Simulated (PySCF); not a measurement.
PySCF 2.14.0, TDA-B3LYP/def2-svp, df: tellurium hexafluoride (F[Te](F)(F)(F)(F)F), 7 atoms. The geometry is a generated start, not checked to be a minimum at this level.

```python
import time
import numpy
from pyscf import lib
from pyscf import gto, scf, dft, mp, cc, sgx
lib.logger.TIMER_LEVEL = 4
t0 = time.perf_counter()

mol = gto.M(
    atom='''
F      0.99710000    -1.46950000    -0.62200000
Te    -0.00170000     0.00170000    -0.00120000
F      1.32990000     1.16120000    -0.65860000
F     -1.30400000    -1.16960000     0.68570000
F     -0.91200000     0.05660000    -1.64320000
F      0.88460000    -0.06650000     1.65830000
F     -0.99410000     1.48610000     0.58110000
''',
    basis='def2-svp',
    ecp={'Te': 'def2-svp'},
    max_memory=16000,
    verbose=4,
)
mf = dft.RKS(mol, xc='b3lyp')
mf = mf.density_fit()
mf.chkfile = None
mf.kernel()
print('SCF converged:', mf.converged)
print('E(SCF) = %.10f' % mf.e_tot)
print('basis functions:', mol.nao_nr())
print('integrals held in memory:', getattr(mf, '_eri', None) is not None)
t1 = time.perf_counter()
print('wall of the SCF part: %.3f s' % (t1 - t0))
td = mf.TDA()
td.nstates = 6
td.kernel()
print('states converged:', bool(numpy.all(td.converged)))
print('excitation energies (eV):', ' '.join('%.5f' % x for x in td.e * 27.211386245988))
print('wall after the SCF: %.3f s' % (time.perf_counter() - t1))
print('run ended')
```

Effective core potentials: those of the basis set, past Kr.

The program reports basis functions: 110, grid points: 107536.

Machine: one whole node, Arm Neoverse V2, 96 cores on 1 socket, no SMT, 1 L3 cache group; 94 cores' worth of CPU time may be used.

Times are wall-clock medians of two to five runs, from launch to exit, with nothing else on the machine. Unless noted, each process is bound to its own block of adjacent cores. The times hold for this build (PyPI wheel: OpenMP (GNU), a bundled serial OpenBLAS 0.3.3 under its C layer, NumPy's threaded OpenBLAS held to generic ARMv8 kernels, libcint, Libxc). Scratch files lie in a memory file system.

```json
[
 {"cores": "4", "layout": "4 threads, 1 BLAS thread", "wall time": "30 s", "speed-up over 4": "1.0×", "efficiency": "100 %", "core-seconds": "120"},
 {"cores": "8", "layout": "8 threads, 1 BLAS thread", "wall time": "16 s", "speed-up over 4": "1.8×", "efficiency": "91 %", "core-seconds": "130"},
 {"cores": "16", "layout": "16 threads, 1 BLAS thread", "wall time": "9.6 s", "speed-up over 4": "3.1×", "efficiency": "78 %", "core-seconds": "150"},
 {"cores": "32", "layout": "32 threads, 1 BLAS thread", "wall time": "6.6 s", "speed-up over 4": "4.5×", "efficiency": "56 %", "core-seconds": "210"},
 {"cores": "48", "layout": "48 threads, 1 BLAS thread", "wall time": "6.0 s", "speed-up over 4": "5.0×", "efficiency": "42 %", "core-seconds": "290"},
 {"cores": "64", "layout": "64 threads, 1 BLAS thread", "wall time": "6.9 s", "speed-up over 4": "4.3×", "efficiency": "27 %", "core-seconds": "440"},
 {"cores": "88", "layout": "88 threads, 1 BLAS thread", "wall time": "7.9 s", "speed-up over 4": "3.8×", "efficiency": "17 %", "core-seconds": "700"}
]
```

Efficiency, counted from 4 cores, stays above one half up to 32 cores and is 42 % at 48. The shortest time, 6.0 s, comes at 48 cores; at 88 the run, laid out as 88 threads, 1 BLAS thread, is slower again (7.9 s). The share that grows most is that of the rest of the SCF (diagonalisation, DIIS, set-up): from 0.20 % of the time on 4 cores to 8.3 % on 88. The largest part on 88 cores, the step after the SCF (excited states by TDA), takes 26 s on 4 and 5.6 s there.
